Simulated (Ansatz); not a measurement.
O on the 1x1 (111) surface of fcc Rh, one in a 1x1 cell, energies for each (6.4 Å²). Energies are against ½ O2(g), without zero-point or thermal terms; each row is named by its start.

All values below come from PBE (plane waves to 420 eV, PAW; Ansatz, an electronic-structure program).

Set-up: 5 atoms, 6.5 Å thick at the start under the adsorbate (thin: gaps and levels are the slab's own); mesh 12x12x1; 0.1 eV smearing; dipole correction on; 2 atoms held, the rest relaxed; each run with such symmetry as its start has; spin where the adsorbate may keep a moment, no spin-orbit, no U, no dispersion correction.

A negative adsorption energy means that the adsorbate is more stable on the surface than in its reference. Starts that drift may end in the same place. Heights count from the host atoms within 0.3 Å of the top one.

```json
[
 {"starting site": "top Rh", "E_ads (eV)": "-0.27", "height (Å)": "1.74", "nearest host atom (Å)": "Rh 1.74", "bonded to": "Rh", "Δ work function (eV)": "2.79", "lateral drift (Å)": "0.0", "moment (μB)": "0.0"},
 {"starting site": "hollow Rh-Rh-Rh over Rh at depth 2.2 Å", "E_ads (eV)": "-1.05", "height (Å)": "1.15", "nearest host atom (Å)": "Rh 1.94", "bonded to": "3 Rh", "Δ work function (eV)": "0.98", "lateral drift (Å)": "0.0", "moment (μB)": "–"},
 {"starting site": "hollow Rh-Rh-Rh over Rh at depth 4.4 Å", "E_ads (eV)": "-1.21", "height (Å)": "1.16", "nearest host atom (Å)": "Rh 1.95", "bonded to": "3 Rh", "Δ work function (eV)": "1.28", "lateral drift (Å)": "0.0", "moment (μB)": "–"},
 {"starting site": "bridge Rh-Rh (span 2.7 Å)", "E_ads (eV)": "-1.21", "height (Å)": "1.16", "nearest host atom (Å)": "Rh 1.95", "bonded to": "3 Rh", "Δ work function (eV)": "1.28", "lateral drift (Å)": "0.8", "moment (μB)": "–"}
]
```
